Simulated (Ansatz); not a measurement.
rock-salt MgO: the defect Y on the Mg site

Computed with PBE, PAW (plane waves to 420 eV; Ansatz, a first-principles code). Cell: 64 sites, 2×2×2 repeats of a cell of 8 atoms; final energies on a 2×2×2 shifted mesh. Site at the start: the Mg site. Finite-size correction: monopole term and site-potential alignment. Dielectric constants: PBE linear response of the host. Host gap at this level: 4.46 eV. Finite-size and sampling errors can reach tenths of an eV here. Levels are measured in PBE's own, too narrow, gap. Spin–orbit coupling is left out. Each state is the lowest found from its start.

Charges with a result: +1, 0, −1. Others weren't obtained, and one of them could lie lower, also by skipping a charge.

```tsv
charge	moment (μB)	point group	largest move off a lattice site (Å)	image correction with alignment (eV)
+1	not spin-polarised	Oh	0.08	0.55
0*	fractional	–	0.08	–
−1*	not spin-polarised	Oh	0.08	–
```

* At this level the carrier isn't localised at the defect: at charge 0 electrons occupy the conduction band; at charge −1 electrons occupy the conduction band. Such a state is shallow or no state of the defect, and this cell gives it no level.

Point groups are those of the whole cell at tolerances of 0.03 and 0.1 Å ("near" where only the looser one holds); none is given for unsettled states.

Flagged in the runs: a doubtful potential alignment.

All states together cost around 40 core-minutes (rough).
